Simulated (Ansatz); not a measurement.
Amorphous IGZO (In₆Ga₁₂Zn₆O₃₃), 57 atoms at 5.60 g/cm³, one PBE-relaxed geometry, zone centre. Methods: PBE, scalar-relativistic without spin-orbit coupling (Ansatz, an electronic-structure program); r2SCAN, scalar-relativistic without spin-orbit coupling (Ansatz). Plane waves to 420 eV (r2SCAN 500 eV). All rungs ran without spin polarisation.

Preparation: random packing, a CHGNet melt and quench, and a DFT relaxation. O atoms were pushed apart under 1.9 Å during the dynamics, to hinder bonds among them. The hot cell started wider than the set density and was brought back towards it in steps. It is the lowest in DFT energy of 2 quenches. It is a model cell: composition and starting density were chosen by hand, and all elements were melted together. No dispersion term was used. Its density started from a set value of 5.84 and ended at 5.60 g/cm³. The quench (nominally 170 K/ps over its main leg) was far faster than any real one, so the model tends to hold more defects than a real film. Values belong to this one cell and scatter from quench to quench. Volume and shape were free in the relaxation. On a 2×2×2 Γ-centred mesh force components of up to 0.15 eV/Å stay, since the relaxation ran on the zone centre alone.

The relaxation ran on the zone centre alone. At PBE the gap is 1.07 eV on a 2×2×2 Γ-centred mesh, and the spacing at the zone centre alone 1.10 eV.

What zone-centre spacing does r2SCAN give, roughly?

1.57 eV (+0.47 eV against PBE).

The highest filled and the lowest empty state spread over these numbers of atoms (participation numbers): PBE: 11.3 and 52.6; r2SCAN: 13.4 and 52.0.
